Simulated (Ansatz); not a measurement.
**PBE against PBEsol: Be2Si, uniaxial strain ε_xx = +0.71 %**

Start from Be₂Si (space group Fm-3m, No. 225; a = 5.2836 Å; a model cell, its experimental status unchecked; relaxed with 0.1 eV smearing). Axes: x, y, z lie along the cube axes.

(Cell as relaxed with PBE.)

Levels (all Ansatz, a first-principles code, PAW): PBE (420 eV, no spin-orbit coupling); PBEsol (420 eV, no spin-orbit coupling).

Each level relaxes its own structure.

```
base                      PBE    PBEsol
-------------------  --------  --------
volume per atom      12.29 Å³  12.13 Å³
lattice parameter a   5.284 Å   5.260 Å
band gap                 zero      zero
```

Now apply this change: uniaxial strain ε_xx = +0.71 %, all other strain components held at zero; the atoms relax in the strained cell.

| quantity | PBE | PBEsol |
|---|---|---|
| stress (xx, yy, zz, yz, xz, xy; compression positive) | (-1.0, -0.6, -0.6, 0.0, 0.0, 0.0) GPa | [?] |
| band gap | zero | [?] |

**Question.** Predict the PBEsol column.

**Answer.** 
- stress (xx, yy, zz, yz, xz, xy; compression positive), PBEsol: (-1.0, -0.6, -0.6, 0.0, 0.0, 0.0) GPa
- band gap, PBEsol: zero

The two agree on the stress and band gap. Neither level is exact; PBEsol is the comparison here, not a measurement.

Stability against distortions was not tested. All final runs are without spin polarisation.
